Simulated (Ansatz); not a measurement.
Defect: O vacancy in monoclinic HfO2 with all lengths changed by -1 %, neutral cell. The step: one O atom jumps into the vacancy from a nearby O site; the atom moves 2.69 Å along (0.01, -0.16, 0.48) of the unit cell; the moving atom starts with neighbours Hf at 2.05, Hf at 2.06, Hf at 2.11; O at 2.53, O at 2.56 Å and ends with Hf at 2.03, Hf at 2.05, Hf at 2.15; O at 2.55, O at 2.58 Å. DFT values are from Ansatz (plane-wave PAW, 420 eV unless said) in a cell of 96 host sites, spin-restricted, static, with no finite-size correction. The charge state is imposed; whether it is stable for some Fermi level was not computed. Forms of the defect that were not tried may lie lower. The start lies 0.12 eV above the lowest site run (PBE). For the PBE band: the saddle point's order was not checked.

```csv
Level,Forward barrier (eV),Cost of the band or of the saddle's single point
"CHGNet universal potential (has no charge state), its own band",0.63,-
"PBE, the Γ point alone, band relaxed",1.66,roughly 27 core-minutes
"PBE, a 2×2×2 k-point mesh shifted by half a step, same geometries",1.71,very roughly 9 core-minutes
```

Ansatz is a first-principles code.
